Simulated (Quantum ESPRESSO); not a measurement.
Input and output of a self-consistent single point for SiO2 (P4_2/mnm, 6 atoms in the cell) (Quantum ESPRESSO).

Level of theory: PBE, PSlibrary PAW (PBE) pseudopotentials (plane waves; Quantum ESPRESSO).

The change in words: lattice scaled by 0.98. Reference geometry:
```
CELL_PARAMETERS angstrom
      4.16205     0.00000     0.00000
      0.00000     4.16205     0.00000
      0.00000     0.00000     2.64824
ATOMIC_POSITIONS crystal
  Si 0.50000 0.50000 0.50000
  Si 0.00000 0.00000 0.00000
  O  0.69316 0.69316 0.00000
  O  0.30684 0.30684 0.00000
  O  0.80684 0.19316 0.50000
  O  0.19316 0.80684 0.50000
```

Reference input (self-consistent single point, DFT, PBE, plane waves, PSlibrary PAW (PBE) pseudopotentials): ecutwfc = 55 Ry; ecutrho = 330 Ry; occupations = fixed; potentials = {Si: Si.pbe-n-kjpaw_psl.1.0.0.UPF, O: O.pbe-n-kjpaw_psl.0.1.UPF}; K_POINTS = automatic 4 4 6 0 0 0; nbnd = 18; conv_thr = 1e-09 Ry. This run's input differs from it in these lines:

```diff
@@ -23,8 +23,8 @@
 ATOMIC_POSITIONS {angstrom}
-Si    2.0810265000    2.0810265000    1.3241195000
+Si    2.0394060000    2.0394060000    1.2976370000
 Si    0.0000000000    0.0000000000    0.0000000000
-O     2.8849686575    2.8849686575    0.0000000000
-O     1.2770843425    1.2770843425    0.0000000000
-O     3.3581108425    0.8039421575    1.3241195000
-O     0.8039421575    3.3581108425    1.3241195000
+O     2.8272693259    2.8272693259    0.0000000000
+O     1.2515426741    1.2515426741    0.0000000000
+O     3.2909486741    0.7878633259    1.2976370000
+O     0.7878633259    3.2909486741    1.2976370000
 K_POINTS {automatic}
@@ -32,5 +32,5 @@
 CELL_PARAMETERS {angstrom}
-   4.1620530000     0.0000000000     0.0000000000
-   0.0000000000     4.1620530000     0.0000000000
-   0.0000000000     0.0000000000     2.6482390000
+   4.0788120000     0.0000000000     0.0000000000
+   0.0000000000     4.0788120000     0.0000000000
+   0.0000000000     0.0000000000     2.5952740000
```

Output (repeated stretches shortened):

```
     Self-consistent Calculation

     iteration #  1     ecut=    55.00 Ry     beta= 0.70

     total energy              =    -260.15557159 Ry
     estimated scf accuracy    <       1.13451406 Ry

     iteration #  2     ecut=    55.00 Ry     beta= 0.70

     total energy              =    -260.58707713 Ry
     estimated scf accuracy    <       0.42566828 Ry

     iteration #  3     ecut=    55.00 Ry     beta= 0.70

     total energy              =    -260.63057960 Ry
     estimated scf accuracy    <       0.01565950 Ry

   [... 5 blocks of this kind left out ...]

     iteration #  9     ecut=    55.00 Ry     beta= 0.70

     total energy              =    -260.64145773 Ry
     estimated scf accuracy    <          2.0E-09 Ry

     iteration # 10     ecut=    55.00 Ry     beta= 0.70
     End of self-consistent calculation

     highest occupied, lowest unoccupied level (ev):    11.8185   18.8349

!    total energy              =    -260.64145773 Ry
     estimated scf accuracy    <          2.7E-10 Ry

     convergence has been achieved in  10 iterations

     Forces acting on atoms (cartesian axes, Ry/au):

     atom    1 type  1   force =     0.00000000    0.00000000    0.00000000
     atom    2 type  1   force =     0.00000000    0.00000000    0.00000000
     atom    3 type  2   force =     0.02392824    0.02392824   -0.00000000
     atom    4 type  2   force =    -0.02392824   -0.02392824    0.00000000
     atom    5 type  2   force =    -0.02392824    0.02392824   -0.00000000
     atom    6 type  2   force =     0.02392824   -0.02392824   -0.00000000

     Total force =     0.067679     Total SCF correction =     0.000009

          total   stress  (Ry/bohr**3)                   (kbar)     P=      418.46
   0.00263269   0.00000000   0.00000000          387.28        0.00        0.00
   0.00000000   0.00263269   0.00000000            0.00      387.28        0.00
   0.00000000   0.00000000   0.00326850            0.00        0.00      480.81

   JOB DONE.
```

The run converged in 10 iterations. Against the reference run the free energy goes up by 81.5 meV/atom, the pressure goes from 16.67 to 41.85 GPa, the largest force goes from 0.368 to 0.870 eV/Å and the gap on the mesh goes from 5.922 to 7.016 eV.

The starting cell comes from a database of computed structures (which also holds hypothetical and non-ambient phases and stackings), without a prior relaxation at this level. Its lattice was rescaled by a random factor within 2.5 % of one. For this run, on top of that: lattice scaled by 0.98. With a pressure of about 42 GPa the cell is away from its equilibrium volume at this level.
